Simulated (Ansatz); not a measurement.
## CdS: band gap against strain

CdS (zinc blende, F-43m, 23.846 Å³/atom at rest, cube axes along x, y and z) under an equal strain ε along all three axes. LDA in Ansatz, a plane-wave DFT program (PAW, default set), 420 eV, 10×10×10 Γ-centred mesh, Fermi-Dirac smearing 0.05 eV; ions are relaxed within the symmetry of each cell. Gaps are the smallest over the k-mesh and a band path, without spin-orbit coupling; in all rows the valence edge lies at Γ and the conduction edge at Γ.

Here s stands for strain and Eg for gap.

```csv
strain (%),gap (eV)
-3.00,?
-1.50,1.039
-1.00,1.009
-0.50,0.978
0.00,0.947
0.50,0.916
1.00,0.885
1.50,0.853
```

Using a straight line, estimate the missing Eg at s = -3.00 from the other rows, showing the fit.

Means: s 0, Eg 0.9467. About the means, the sum of products is -0.43400 and the sum of squares of s is 7.0000; the slope is their ratio. Least squares gives Eg = 0.9467 - 0.06200·s. Residuals (row less fit): -0.0007, 0.0003, 0.0003, 0.0003, 0.0003, 0.0003, -0.0007; standard error 0.0005 (degrees of freedom: 5). Over these rows the gap moves by -6.2 ± 0.02 eV per unit strain, or -2.1 eV per unit of ln V. At the withheld row, Eg = 0.9467 - 0.06200 × (-3.0) = 1.1327 eV. The calculation gives 1.128 eV, 0.0047 eV below the prediction (1.7 % of the range of Eg in the table). The row lies outside the fitted rows, so this is an extrapolation. The fitted rows scatter only by rounding.

One order more, fitted to all 13 runs of the series, follows each within 0.001, so the miss is the next term of a smooth law. Other structures, which can take over under pressure, weren't tried. CdS is here a metastable form; wurtzite is the usual one. Rows are the converged runs of the series near zero and its far end; series whose fitted rows scatter by over a few per cent of the range, as at a crossing or softening among them, aren't shown in this form. Most that stay on the fit to the last digits aren't either.
